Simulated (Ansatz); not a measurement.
Ca (Pm-3m, No. 221, 1 atom in the cell; start mp-10683; another form than the element's usual one)

Calculation: r²SCAN (PAW; Ansatz, a program for electronic structure).

Settings: plane-wave cutoff 560 eV, 16×16×16 k mesh, Fermi–Dirac smearing 0.05 eV, scalar-relativistic PAW data made under PBE.

Cell (relaxed at this level):

Space group Pm-3m (No. 221); a = b = c = 3.4977 Å, α = β = γ = 90.00°

```
atom  site  symmetry       x       y       z
----  ----  --------  ------  ------  ------
Ca      1a      m-3m  0.0000  0.0000  0.0000
```

| Quantity | Value |
|---|---|
| band gap | none |
| bulk modulus B0 | 11.0 GPa |

Note: the relaxation could not lower the start's symmetry, so the cell can be a saddle point above a distorted one; the bulk modulus is −V dP/dV from two relaxed cells at ±2 % in volume.

The result took around 40 core-seconds (rough).

A start named mp-… is a Materials Project structure, which need not be a measured phase.
